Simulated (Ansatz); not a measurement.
Take BaTiO$_{3}$ (space group Amm2, No. 38; a = 3.964 Å, b = 5.716 Å, c = 5.748 Å) as the base. Axes: x, y, z lie along a, b, c of the conventional cell.

Method: r2SCAN in Ansatz (plane waves to 500 eV, PAW, no SOC), earlier PAW set.

Base values:

- Band gap: 2.66 eV

The change: a pure shear with ε_yz = ε_zy = 0.0100; the atoms relax in the strained cell.

**Question.** What happens to the largest internal atomic displacement, band gap and stress?

**Answer.** The largest internal atomic displacement amounts to 0.026 Å; the band gap shrinks by 0.105 eV to 2.56 eV; the stress (xx, yy, zz, yz, xz, xy; compression positive) comes out as (0.06, 0.11, 0.04, -0.38, 0.00, 0.00) GPa.

Whether these cells are dynamically stable was not tested. All final runs are without spin polarisation. This is not the structure that BaTiO3 has at room temperature and ambient pressure.

Ansatz is a quantum-chemistry and plane-wave program.
